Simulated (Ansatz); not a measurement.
Where the default PAW files enter, the runs use the earlier of Ansatz's two default sets.

By PBEsol, the system below comes out a metal.

Without scattering a metal conducts by its projected Fermi surface.

Here is the system:

```
CELL_PARAMETERS angstrom
      2.72514     0.00000     0.00000
      0.00000     3.85393     0.00000
      1.36257     1.92697     1.36257
ATOMIC_POSITIONS crystal
  Ir 0.00000 0.00000 0.00000
```

Space group of this cell: Fm-3m, fcc (Cu type). The cell is taken as given; by PBEsol its mean pressure is -6.8 GPa.

The current flows along the normal of the first two printed cell vectors, the (110) plane of the conventional cell. No spin-orbit coupling; the value is a mean over 0.1 eV about the Fermi level.

Task: Predict the ballistic conductance per area from Ansatz (a quantum-chemistry and plane-wave program) with PBEsol.

Result: 2.0 × 10¹⁵ S/m² for both spins.
